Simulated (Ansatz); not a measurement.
# A self-consistent single point of Si2Re2La (Imma, 10 atoms in the cell) with Ansatz

Method: LDA (PW92), default PAW files made with PBE (plane waves; Ansatz, a program for electronic structure).

This input was run:

Ansatz 0.2 input:
```yaml
# La(ReSi)2
crystal:
  lattice:
    - [-2.058000, 2.103000, 10.445000]
    - [2.058000, -2.103000, 10.445000]
    - [2.058000, 2.103000, -10.445000]
  atoms:
    - { symbol: Si, position: [0.356000, 0.106000, 0.250000] }
    - { symbol: Si, position: [0.644000, 0.894000, 0.750000] }
    - { symbol: Re, position: [0.712900, 0.462900, 0.250000] }
    - { symbol: Re, position: [0.287100, 0.537100, 0.750000] }
    - { symbol: Re, position: [0.211900, 0.961900, 0.250000] }
    - { symbol: Re, position: [0.788100, 0.038100, 0.750000] }
    - { symbol: La, position: [0.915000, 0.665000, 0.250000] }
    - { symbol: La, position: [0.085000, 0.335000, 0.750000] }
    - { symbol: Si, position: [0.466000, 0.216000, 0.250000] }
    - { symbol: Si, position: [0.534000, 0.784000, 0.750000] }
basis:
  ecutwfc: 420.0 eV
kpoints:
  mp_grid: { grid: [5, 5, 5] }
hamiltonian:
  xc: lda
  pseudopotentials: { kind: paw }
scf:
  occupations: { method: cold, width: 0.1 eV }
output:
  forces: true
  eigenvalues: true
  stress: true
```

Output (repeated stretches shortened):

```
WARN ansatz: RAYON_NUM_THREADS=1 ignored (pool sized by the plan → 1); use --threads N
basis.fft_grid_basis auto: the FFT boxes are laid along the combinations [[1, 0, 1], [0, 1, 1], [0, 0, 1]] of the cell's own vectors, 4.206, 4.116 and 10.852 Å …
Pseudopotentials: kind: paw
Pseudopotential: Si, paw, valence charge 4
Pseudopotential: Re, paw, valence charge 15
Pseudopotential: La, paw, valence charge 11
Crystal: 10 atoms, lattice volume = 180.823 Å³
Basis set: ecut = 420 eV, 3523 PW (Γ), FFT grids on a1+a3, a2+a3, a3
Bands: 59, of which v1, the nominal top of the filled ones, is band 49 counted from 1 (48 counted from 0)
Symmetry: 8 space group operations
Space group: Imma (ITA 74), of the structure as read, at distance tolerance 5.7e-5 Å
k-points: 27 of 125
PAW frozen core: Si, regenerated for the run's functional, and the local potential with it
PAW frozen core: Re, regenerated for the run's functional, and the local potential with it
PAW frozen core: La, regenerated for the run's functional, and the local potential with it
Initial density: superposition of atomic densities (neutral atoms: chi_scale 0, normalization atom), corrected by the library's trained network
Initial wavefunctions: pseudopotential atomic-orbital guess
Eigensolver: davidson
Functional: x = slater, c = lda
SCF iter   1: F=—  HF=-57022.852179 eV  |F-HF|=—  |Δ(HF+E_count)|=         —  Δρ=7.24e-3  dr2=3.86e-1  ethr=1.77e-3  ⟨swp⟩=7.7  Hψ=6688  notcnv=0
all-band conjugate gradients solve this SCF's bands
preconditioner: auto → Kerker (q_TF=auto, 2.464 Å⁻¹)
SCF iter   2: F=—  HF=-57022.836288 eV  |F-HF|=—  |Δ(HF+E_count)|=   1.59e-2  S|Δr|=    0.00e0  Δρ=3.68e-3  dr2=1.12e-1  ethr=3.94e-4  ⟨swp⟩=2.3  Hψ=1973  notcnv=0  defer=87
SCF iter   3: F=—  HF=-57022.828964 eV  |F-HF|=—  |Δ(HF+E_count)|=   7.32e-3  S|Δr|=    0.00e0  Δρ=6.67e-4  dr2=7.23e-3  ethr=1.15e-4  ⟨swp⟩=2.6  Hψ=1722  notcnv=0  defer=87
SCF iter   4: F=—  HF=-57022.828486 eV  |F-HF|=—  |Δ(HF+E_count)|=   4.78e-4  S|Δr|=    0.00e0  Δρ=2.38e-4  dr2=1.19e-4  ethr=7.38e-6  ⟨swp⟩=2.0  Hψ=2786  notcnv=0  defer=87
SCF iter   5: F=—  HF=-57022.828464 eV  |F-HF|=—  |Δ(HF+E_count)|=   2.16e-5  S|Δr|=    0.00e0  Δρ=4.11e-5  dr2=9.33e-6  ethr=1.21e-7  ⟨swp⟩=2.1  Hψ=2270  notcnv=0  defer=87
SCF iter   6: F=—  HF=-57022.828464 eV  |F-HF|=—  |Δ(HF+E_count)|=   6.95e-7  S|Δr|=    0.00e0  Δρ=1.09e-5  dr2=6.35e-7  ethr=9.53e-9  ⟨swp⟩=2.1  Hψ=2498  notcnv=0  defer=97
SCF iter   7: F=-57022.828464 eV  HF=-57022.828464 eV  |F-HF|=2.24e-8  |Δ(HF+E_count)|=   1.02e-7  S|Δr|=    0.00e0  Δρ=3.19e-6  dr2=3.94e-8  ethr=1.02e-10  ⟨swp⟩=15.7  Hψ=8511  notcnv=0
SCF 1 converged in 7 iterations: F = -57022.828464 eV  dr2 = 3.94e-8
SCF converged after 7 iterations
Stability not checked (fill_not_monotonic)
Free energy (F): -57022.828464 eV
Harris-Foulkes:  -57022.828464 eV  (|F-HF|=2.24e-8)
Internal energy: -57022.833857 eV  (E = F + TS)
E sigma→0 (E₀):  -57022.830262 eV
Entropy (-TS):   0.005394 eV (0.539 meV/atom)
Fermi energy:    15.135033 eV
Step filling:    the computed levels leave a gap of 0.0056 eV = 0.1 smearing widths
--- Per-component energies (eV) ---
  E_band       = -648.334086
  E_kinetic    = 2725.702900
  E_local      = -11975.433558  (includes V_loc(G=0)·N_el)
  E_nonlocal   = 522.660705
  E_hartree    = 5264.947901
  E_xc         = -2106.365142
  E_vxc        = -1711.225021  (∫ρ·V_xc dr)
  E_paw        = -46040.272393  (= ΣΔE_a)
  E_vpaw       = -739.932913  (= ΣTr[D̂ρ^β])
  E_aug_tail   = -0.000267  (compensation charges beyond the density's cutoff)
  E_ewald      = -5416.333064
  E_core_change = 2.259060  (= ΣΔE_core)
  E_smearing   = 0.005394  (= −TS)
  E_closure    = 0.000000  (closes the sum)
  Σ components = -57022.828464   (vs F -57022.828464, Δ=0.00e0)
--- Forces (eV/Å), atoms counted from 1 ---
  atom   1  Si     0.00000000     0.00000000    -0.97737236
  atom   2  Si     0.00000000     0.00000000     0.97737236
  atom   3  Re     0.00000000     0.00000000     1.02022481
  atom   4  Re     0.00000000     0.00000000    -1.02022481
  atom   5  Re     0.00000000     0.00000000     0.20972824
  atom   6  Re     0.00000000     0.00000000    -0.20972824
  atom   7  La     0.00000000     0.00000000    -0.25027434
  atom   8  La     0.00000000     0.00000000     0.25027434
  atom   9  Si     0.00000000     0.00000000     1.64204900
  atom  10  Si     0.00000000     0.00000000    -1.64204900
  max |Σ_I F_I| component: 2.22e-16 eV/Å
--- Stress (GPa, compression-positive) ---
       -4.470353       0.000000       0.000000
        0.000000      -4.873324       0.000000
        0.000000       0.000000      -2.147598
  P = ⅓ Tr σ = -3.8304 GPa (-38.304 kbar)
  The stress holds the Pulay correction. Without it, at fixed plane waves, as pw.x and ABINIT print it: P = -3.8863 GPa
--- Band table (eV; the first three rows and the last of 27) ---
  k-point 0: bands = ["-64.5764", "-64.4822", "-64.4252", "-64.3782", "-26.9135", "-26.8858", "-26.7091", "-26.5201", "-26.4473", "-26.3609", "-26.3017", "-26.1690", "-26.1160", "-26.0836", "-25.9718", "-25.9357", "-16.8092", "-16.7818", "-0.8717", [...]
  k-point 1: bands = ["-64.5597", "-64.4881", "-64.4285", "-64.3858", "-26.8713", "-26.8408", "-26.7306", "-26.6632", "-26.4377", "-26.3738", "-26.3459", "-26.0792", "-26.0436", "-26.0393", "-26.0190", "-25.9827", "-16.7897", "-16.7680", "-0.8241", [...]
  k-point 2: bands = ["-64.5262", "-64.5025", "-64.4268", "-64.4068", "-26.8804", "-26.8754", "-26.8450", "-26.8311", "-26.2978", "-26.2359", "-26.2318", "-26.1107", "-26.0537", "-26.0422", "-26.0211", "-26.0059", "-16.7567", "-16.7488", "-0.9175", [...]
  k-point 26: bands = ["-64.5683", "-64.4800", "-64.4333", "-64.3804", "-26.8849", "-26.8451", "-26.7172", "-26.5632", "-26.4903", "-26.4415", "-26.2811", "-26.1513", "-26.0482", "-26.0271", "-25.9897", "-25.9837", "-16.7972", "-16.7755", "-0.8245", [...]
```

The run converged in 7 iterations.

The starting cell comes from a database of published, mostly measured structures (it also holds non-ambient and calculated ones), without a prior relaxation at this level. Spin-orbit coupling is off. Spin polarisation is off. With a pressure of about -4 GPa the cell is away from its equilibrium volume at this level. Forces in this geometry exceed 1 eV/Å. Ansatz's pressure includes its estimate of the finite-basis (Pulay) stress.
